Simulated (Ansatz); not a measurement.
Take CuI in the zinc blende structure (space group F-43m, No. 216; a = 5.939 Å) as the base.

All numbers come from PBEsol (Ansatz, a quantum-chemistry and plane-wave program, PAW, without spin-orbit coupling), earlier PAW set.

Modification: full substitution Cu → Ag, then cell and atoms are relaxed.

Measured lattice parameter a: CuI 6.053 Å (temperature not stated; as listed in arXiv:2305.18931); AgI 6.499 Å (temperature not stated; as listed in Subrata Jana, Abhilash Patra, Prasanjit Samal, The Journal of Chemical Physics (2018)).

Question: How well does PBEsol reproduce the measured shift?

Answer: With PBEsol the lattice parameter a moves by +0.511 Å (5.939 → 6.450) against +0.446 Å measured.

Stability against distortions was not tested. All final runs are without spin polarisation.
